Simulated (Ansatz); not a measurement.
A computed series for Ru: pressure series

Take Ru in the hcp (Mg type) structure (space group P6_3/mmc, No. 194; a = 2.6919 Å, c = 4.2456 Å) as the base.

Cell and atoms are relaxed at each pressure.

Calculations: PBEsol (Ansatz, a program for electronic structure, PAW, spin-orbit coupling left out).

```csv
P (GPa),V (Å³/atom)
-2.01,13.400
-1.01,13.361
3.00,13.209
7.01,13.067
15.00,12.807
30.00,12.387
50.00,11.924
75.00,11.452
100.00,11.060
```

Problem. Fit a third-order Birch–Murnaghan equation of state.

Solution. Least squares on P(V) = (3B₀/2)[(V₀/V)^(7/3) − (V₀/V)^(5/3)]·[1 + (3/4)(B₀′ − 4)((V₀/V)^(2/3) − 1)] gives V₀ = 13.32 Å³/atom, B₀ = 349 GPa and B₀′ = 4.6.

Load acts through the strain it causes; cell and atoms are relaxed under it. No phonon test of stability was made. No other phases were tried under pressure. The final runs are not spin-polarised.
